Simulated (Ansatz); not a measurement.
Start from Mg in the hcp (Mg type) structure (space group P6_3/mmc, No. 194; a = 3.1751 Å, c = 5.1628 Å; relaxed with 0.1 eV smearing).

All numbers come from PBEsol (Ansatz, a quantum-chemistry and plane-wave program), no spin-orbit coupling.

For the base:

| Item | Result |
|---|---|
| Pressure | 0.0 GPa |
| Band gap | zero |

Perturbation: every lattice vector is shortened by 0.50 %; the atoms relax in the strained cell.

**Question.** How does this affect the pressure, energy relative to the base and band gap?

**Answer.** The pressure (mean of the normal stresses, compression positive) goes from zero to 0.6 GPa; the energy rises by 0.6 meV/atom; the band gap stays zero.

Whether these cells are dynamically stable was not tested.
